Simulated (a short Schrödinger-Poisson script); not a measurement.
Symmetric double-gate stack, SiO2 on p-type Si(110)

Stack: symmetric double-gate stack, SiO2 on p-type Si(110), at 400 K.

```
layer  material  thickness (nm)  Na (cm⁻³)
-----  --------  --------------  ---------
1          SiO2               1          -
2            Si               5       1e18
3          SiO2               1          -
```

The device is made up for the run: typed textbook-type constants, with dimensions and the other settings drawn at random. SiO2: permittivity 3.9, conduction-band edge (eV) 3.15, gap (eV) 9, electron mass (mₑ) 0.5. Si: permittivity 11.7, conduction-band edge (eV) 0, gap (eV) 1.124, Nv at 300 K (cm⁻³) 3.1e19.

Channel valleys (confinement mass, in-plane density-of-states mass, number): Δ4 0.315, 0.324, 4; Δ2 0.19, 0.417, 2. At the gates, both at one voltage, the conduction-band edge of layer 1 lies 3.46 eV − eVg above the Fermi level of the channel. Gaps are held at their typed values at every temperature. Mesh 0.03 nm at interfaces.

From a short Schrödinger-Poisson script (our own, NumPy): 1D Poisson equation in equilibrium, electrons quantum, Hartree (BenDaniel-Duke, 12 states a valley, the channel's in-plane mass for all, wave functions ending at the dielectric), parabolic valleys, classical holes, full ionisation, no traps, pinning or gate leakage.

```tsv
Vg (V)	electrons (cm⁻²)	C (μF/cm²)	Δ4 E0 (meV)	Δ4 E1 (meV)	Δ2 E0 (meV)	Δ2 E1 (meV)
0	4.67e8	< 0.003	373.6	516.0	405.0	641.7
0.05	1.99e9	0.00937	323.6	466.1	355.0	591.7
0.1	8.44e9	0.0394	273.8	416.3	305.3	541.9
0.15	3.50e10	0.159	224.8	367.2	256.2	492.8
0.2	1.35e11	0.558	178.2	320.4	209.6	446.0
0.25	4.27e11	1.39	138.3	279.7	169.7	405.4
0.3	1.01e12	2.33	108.3	248.4	139.7	374.0
0.35	1.85e12	2.99	87.0	225.1	118.5	350.8
0.4	2.85e12	3.42	71.5	207.2	102.9	332.9
0.45	3.96e12	3.69	59.4	192.6	91.0	318.3
0.5	5.14e12	3.88	49.7	180.2	81.3	306.0
0.55	6.38e12	4.02	41.6	169.4	73.3	295.2
0.6	7.65e12	4.13	34.6	159.6	66.4	285.5
0.65	8.95e12	4.21	28.4	150.7	60.3	276.7
0.7	1.03e13	4.28	22.9	142.4	55.0	268.6
0.75	1.16e13	4.34	17.8	134.7	50.1	261.0
0.8	1.30e13	4.40	13.2	127.4	45.7	253.9
0.85	1.44e13	4.44	9.0	120.6	41.7	247.2
0.9	1.58e13	4.49	5.0	114.0	38.0	240.8
0.95	1.72e13	4.53	1.3	107.8	34.5	234.8
1	1.86e13	4.57	-2.2	101.8	31.3	229.0
```

Subbands count from the Fermi level. The capacitance is that of both gates.
